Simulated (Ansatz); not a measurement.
Results of LDA (PAW; Ansatz, a first-principles code) for HfPt3 (Pm-3m, No. 221, 4 atoms in the cell; start mp-1018054).

Run with plane-wave cutoff 520 eV, 14×14×14 k mesh, Fermi–Dirac smearing 0.05 eV, scalar-relativistic PAW data made under PBE.

Cell (relaxed at this level):

```xyz
4
Lattice="3.9583 0.0000 0.0000 0.0000 3.9583 0.0000 0.0000 0.0000 3.9583" Properties=species:S:1:pos:R:3 pbc="T T T"
Hf     0.0000     0.0000     0.0000
Pt     1.9792     1.9792     0.0000
Pt     0.0000     1.9792     1.9792
Pt     1.9792     0.0000     1.9792
```

Question: What does this level give for the bulk modulus B0?

Answer: 
* **bulk modulus B0**: 275 GPa

The run finds no gap.

Note: the bulk modulus is −V dP/dV from two relaxed cells at ±2 % in volume; the relaxation could not lower the start's symmetry, so the cell can be a saddle point above a distorted one.

Spin–orbit coupling is not included.

The computed numbers hold no vibrational or temperature effects.

A start named mp-… is a Materials Project structure, which need not be a measured phase.
